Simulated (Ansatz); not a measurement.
Candidates (primitive cells; geometry: cell and atoms relaxed with PBEsol):
A. ZnO (P6_3mc), a = b = 3.230 Å, c = 5.214 Å, α = β = 90.00°, γ = 120.00°
B. Cu$_{2}$O (Pn-3m), a = b = c = 4.2227 Å, α = β = γ = 90.00°
C. LiNbO$_{3}$ (R3c), a = 5.479 Å, b = 5.479 Å, c = 5.479 Å, α = 55.88°, β = 55.88°, γ = 55.88°

Q: Put the candidates in order of Seebeck coefficient, p-type 1e19 cm⁻³, highest first, for PBEsol with spin-orbit coupling, rigid bands run with Ansatz (a first-principles code).

A: C (580 μV/K), A (434 μV/K), B (307 μV/K)

Seebeck coefficients are for the stated density at 300 K, with one relaxation time for all states and whether or not that doping can be reached.
